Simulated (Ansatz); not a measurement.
The starting structures come from a database of crystals and need not be the phases stable at ambient conditions.

 Where the default PAW files enter, the runs use the earlier of Ansatz's two default sets.

**Evanescent states of RbBr (Pm-3m, CsCl type, not sure to be the ambient phase, 2 atoms a cell, 35.1 Å³ an atom) along the normal of (001)**

Level of theory: r2SCAN (plane waves, PAW; Ansatz, a quantum-chemistry and plane-wave program).

The gap is the functional's own, uncorrected, and κ follows it; spin-orbit coupling is left out. Mid-gap values are interpolated between the computed energies.

Energies count from the valence-band top; κ is the least over a 8×8 mesh across the current.

```json
[
 {"E (eV)": "0.12", "κ (1/Å)": "0.122", "where": "off Γ"},
 {"E (eV)": "0.34", "κ (1/Å)": "0.202", "where": "off Γ"},
 {"E (eV)": "0.57", "κ (1/Å)": "0.246", "where": "Γ"},
 {"E (eV)": "0.81", "κ (1/Å)": "0.271", "where": "Γ"},
 {"E (eV)": "1.03", "κ (1/Å)": "0.289", "where": "Γ"},
 {"E (eV)": "1.26", "κ (1/Å)": "0.303", "where": "Γ"},
 {"E (eV)": "1.50", "κ (1/Å)": "0.312", "where": "Γ"},
 {"E (eV)": "1.73", "κ (1/Å)": "0.319", "where": "Γ"},
 {"E (eV)": "1.96", "κ (1/Å)": "0.323", "where": "Γ"},
 {"E (eV)": "2.19", "κ (1/Å)": "0.324", "where": "Γ"},
 {"E (eV)": "2.42", "κ (1/Å)": "0.323", "where": "Γ"},
 {"E (eV)": "2.65", "κ (1/Å)": "0.320", "where": "Γ"},
 {"E (eV)": "2.88", "κ (1/Å)": "0.314", "where": "Γ"},
 {"E (eV)": "3.10", "κ (1/Å)": "0.305", "where": "Γ"},
 {"E (eV)": "3.33", "κ (1/Å)": "0.294", "where": "Γ"},
 {"E (eV)": "3.56", "κ (1/Å)": "0.279", "where": "Γ"},
 {"E (eV)": "3.79", "κ (1/Å)": "0.261", "where": "Γ"},
 {"E (eV)": "4.03", "κ (1/Å)": "0.237", "where": "Γ"},
 {"E (eV)": "4.25", "κ (1/Å)": "0.207", "where": "Γ"},
 {"E (eV)": "4.49", "κ (1/Å)": "0.165", "where": "Γ"},
 {"E (eV)": "4.71", "κ (1/Å)": "0.098", "where": "Γ"}
]
```

Problem. How thick must the barrier be to attenuate the transmission by 10^4 when the electrodes' Fermi level lies at 4.03 eV, and what attenuation does that film give at 1.26 eV?

Solution. d = 4 ln 10 / (2 × 0.237) = 19.4 Å. At 1.26 eV it gives 4 × 0.303/0.237 = 5.1 decades.
